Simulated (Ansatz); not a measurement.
## HfN under load (space group I4/mmm): band-structure transport figures

```
HfN
1.0
    0.00000     2.24930     2.25930
    2.24930     0.00000     2.25930
    2.24930     2.24930     0.00000
Hf N
1 1
Direct
  0.00000   0.00000   0.00000
  0.50000   0.50000   0.50000
```

Computed with PBEsol, rigid bands (plane waves, PAW, scalar-relativistic; Ansatz, a first-principles code). Condition of this run: uniaxial stress zz = -2 GPa (compression positive) (the target of the relaxation). How the cell was made: cell and atoms relaxed with PBEsol, then loaded as said.

- density of states at the Fermi level: 0.603 states/(eV·cell), both spins
- bare Sommerfeld coefficient: 0.71 mJ/(mol of atoms·K²)
- Drude plasma energy: 9.3 eV
- root-mean-square Fermi velocity: 1.1e6 m/s
- resistivity times τ: 5.7 ×10⁻²² Ω·m·s

A metal at this level (no band gap); rigid bands, thermally averaged at 300 K, both spins. Spin-orbit coupling is left out, which matters with elements this heavy. τ is one relaxation time for all states.
